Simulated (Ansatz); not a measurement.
SiCO4 (model structure, I-4, No. 82, 6 atoms in the cell), treated with LDA (Ansatz, a program for electronic structure, plane waves, PAW).

Numerical settings: plane-wave cutoff 520 eV, 12×12×12 k mesh, Fermi–Dirac smearing 0.01 eV, scalar-relativistic PAW data made under PBE.

Computed at the level's own relaxed cell.

```xyz
6
Lattice="-2.1606 2.1606 3.2508 2.1606 -2.1606 3.2508 2.1606 2.1606 -3.2508" Properties=species:S:1:pos:R:3 pbc="T T T"
Si     0.0000     0.0000     0.0000
C      0.0000     2.1606     1.6254
O      0.6392     1.2199     0.8554
O      1.5215     0.9407     4.1062
O     -0.9407     1.5215     2.3954
O      3.1014     0.6392    -0.8554
```

Task: List the 20 lowest band energies at Γ above −25 eV (eV, relative to the valence band maximum), grouping those that round alike.

Result: At Γ: -22.05, -17.81 (×2), -17.53, -11.48, -7.76 (×2), -7.02, -3.46, -2.33, -1.85, -1.17 (×2), -0.97, -0.38 (×2), 7.12, 8.25, 10.50 (×2).

Note: the relaxation could raise the start's symmetry but not lower it, so the cell can be a saddle point.

A model structure was made by putting elements into a prototype or built by hand; it is no filed structure, need not be a known phase, and can be a saddle point held by its symmetry.
